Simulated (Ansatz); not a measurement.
Take BN in the zinc blende structure (space group F-43m, No. 216; a = 3.606 Å) as the base.

The change: an isotropic linear strain of +1.00 %, atoms relaxed at fixed cell.

The values are results of PBEsol (Ansatz, a program for electronic structure, PAW, no spin-orbit coupling), not measurements.

Base, band edges from the VBM (valence, conduction): X -4.98, 4.30; W -6.64, 9.48; L -1.96, 10.18; Γ 0.00, 8.81; K -4.14, 6.78; U -4.14, 6.78 eV.

Task: Give the band edges at the high-symmetry points of the new zone, measured from its valence-band maximum.

Result: 
| point | valence edge (eV) | conduction edge (eV) |
|---|---|---|
| Γ | 0.00 | 8.67 |
| X | -4.83 | 4.27 |
| U | -4.01 | 6.69 |
| K | -4.01 | 6.69 |
| L | -1.91 | 9.80 |
| W | -6.43 | 9.35 |

The gap is 4.27 eV, indirect, Γ → X.

Whether these cells are dynamically stable was not tested.
